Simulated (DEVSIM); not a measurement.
System: Pt/SiO2/p-GaAs capacitor, at 300 K.

Layer 1 from the left is SiO2, thickness (nm) 2.10. Layer 2 from the left is GaAs, thickness (nm) 2000, Na (cm⁻³) 1e17.

Metal gate on the left, work function 5.6 eV. Fixed charge at the semiconductor interface 0 cm⁻² (in units of +e); interface traps 2.6e12 cm⁻² eV⁻¹, uniform in energy, neutral level at 0.5 of the gap above the valence band.

This is a model device: material constants are rounded textbook-type values typed into the input, and sizes, dopings and lifetimes were drawn at random. Values at 300 K.

SiO2: gap (eV) 9, affinity (eV) 0.9, permittivity 3.9. GaAs: gap (eV) 1.424, affinity (eV) 4.07, permittivity 12.9, Nc (cm⁻³) 4.7e17, Nv (cm⁻³) 9e18.

Model (solved in DEVSIM): 1D Poisson equation in equilibrium, Boltzmann statistics, complete ionisation; no quantum confinement or tunnelling. Metal contacts follow the ideal Schottky-Mott rule: no Fermi-level pinning, no interface dipoles.

Task: What does the simulation give for the minimum of the low-frequency capacitance?

Result: minimum of the low-frequency capacitance 0.388 μF/cm².
